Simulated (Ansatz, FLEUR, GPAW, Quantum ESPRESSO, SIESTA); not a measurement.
One structure in several programs: NaMgNiO2 (R3m, 5 atoms in the cell)

Self-consistent single point.

```
NaMgNiO2
1.0
    1.56379     0.90285     7.86718
   -1.56379     0.90285     7.86718
    0.00000    -1.80571     7.86718
Na Mg Ni O
1 1 1 2
Direct
  0.46957   0.46957   0.46957
  0.90736   0.90736   0.90736
  0.03370   0.03370   0.03370
  0.20879   0.20879   0.20879
  0.73771   0.73771   0.73771
```
Moments meant for the start (each program seeds them in its own way; μB, in the order of the atoms Na Mg Ni O O): 0.0 0.0 2.0 0.0 0.0.

All programs got the same cell, k-point mesh and kind of occupations, and the same starting moments (in Ansatz's words: kpoints.mp_grid.grid = 6 6 6; magnetization.spin_polarized = true; scf.occupations.method = fermi_dirac; scf.occupations.width = 0.1 eV); potentials, basis and cutoffs are each program's usual ones.

```json
[
 {"code": "FLEUR", "model": "LDA (Perdew-Zunger), all-electron FLAPW (FLEUR), scalar-relativistic valence", "pressure (GPa)": "–", "largest force (eV/Å)": "1.152", "size of the net moment (μB/atom)": "0.23", "k-points": "32", "cutoff": "Kmax 4.3 1/bohr"},
 {"code": "Quantum ESPRESSO", "model": "LDA (PZ), GBRV 1.5 ultrasoft (LDA) pseudopotentials", "pressure (GPa)": "-9.93", "largest force (eV/Å)": "1.171", "size of the net moment (μB/atom)": "0.25", "k-points": "32", "cutoff": "50 Ry"},
 {"code": "GPAW", "model": "LDA (Perdew-Wang 92), GPAW PAW datasets LDA (gpaw-data 1.0.1)", "pressure (GPa)": "–", "largest force (eV/Å)": "1.067", "size of the net moment (μB/atom)": "0.24", "k-points": "32", "cutoff": "900 eV"},
 {"code": "Ansatz", "model": "LDA (PW92), PAW files made with PBE", "pressure (GPa)": "-10.53", "largest force (eV/Å)": "1.160", "size of the net moment (μB/atom)": "0.24", "k-points": "32", "cutoff": "420 eV"},
 {"code": "SIESTA", "model": "LDA PW92, numerical atomic orbitals TZP, PseudoDojo LDA standard norm-conserving potentials (rewritten from UPF to PSML)", "pressure (GPa)": "-13.46", "largest force (eV/Å)": "1.130", "size of the net moment (μB/atom)": "0.25", "k-points": "132", "cutoff": "grid 350 Ry"}
]
```

Size of the force on each atom (eV/Å): Sizes of forces hide their directions.

| code | Na1 | Mg2 | Ni3 | O4 | O5 |
|---|---|---|---|---|---|
| FLEUR | 0.223 | 0.001 | 1.118 | 0.259 | 1.152 |
| Quantum ESPRESSO | 0.193 | 0.034 | 1.069 | 0.261 | 1.171 |
| GPAW | 0.187 | 0.045 | 0.963 | 0.256 | 1.067 |
| Ansatz | 0.209 | 0.008 | 1.100 | 0.260 | 1.160 |
| SIESTA | 0.150 | 0.179 | 1.066 | 0.037 | 1.130 |

A dash marks a value that a program does not give, or that is left out as unsure.

The spread over the programs that give each value: pressure within 3.53 GPa; largest force within 0.104 eV/Å; size of the net moment within 0.02 μB/atom.

The starting cell comes from a database of computed structures (which also holds hypothetical and non-ambient phases and stackings), without a prior relaxation at this level. On Ansatz's run: With one magnetic atom in the cell only a parallel order is possible. In the base run, with a pressure of about -10 GPa the cell is away from its equilibrium volume at this level. In the base run, forces exceed 1 eV/Å. Without a gap this mesh is coarse (it stands for a supercell whose shortest vector is 19 Å).

Why do the programs differ, and what cannot be compared?

Differences of this kind can come from the potentials, where these differ, and from what each basis and cutoff leave unconverged. The valence holds different numbers of electrons (FLEUR 47, Quantum ESPRESSO 49, GPAW 45, Ansatz (a quantum-chemistry and plane-wave program) 49, SIESTA 49). The zero of total energies and Fermi levels follows the potentials and each program's conventions, so they are not compared here. SIESTA uses small atom-centred bases, whose incompleteness enters pressures, forces and empty levels differently from a plane-wave cutoff. FLEUR treats all electrons, but the usual bases taken here (sphere radii, linearisation, local orbitals, empty states) were not tested for convergence, so the values are no reference for the others. Ansatz's pressure is given at a fixed set of plane waves, as the other plane-wave codes print theirs; with its correction for the finite basis it is -10.20 GPa (the shift of 0.33 GPa shows how far the cutoff is from converged). The pressure of GPAW is left out: its cutoff lies under the one at which its stress was checked. The same LDA comes in different parametrisations, which differ slightly. Site moments depend on each program's spheres or projections; the total moment of the cell does not. The programs reduce the same mesh by symmetry to different extents, which changes the work and not the result. In the pressure, SIESTA (by 3.23) lies more than 1 GPa from the median of the plane-wave programs. In the force vectors, GPAW (by 0.106) and SIESTA (by 0.223) lie more than 0.08 eV/Å from the median of the plane-wave programs.

The shared mesh is coarse (it stands for a supercell whose shortest vector is 19 Å), so the values are not converged in it.

Left out of this page: ABINIT (failed or unconverged).

Keys are those of Ansatz 0.2.
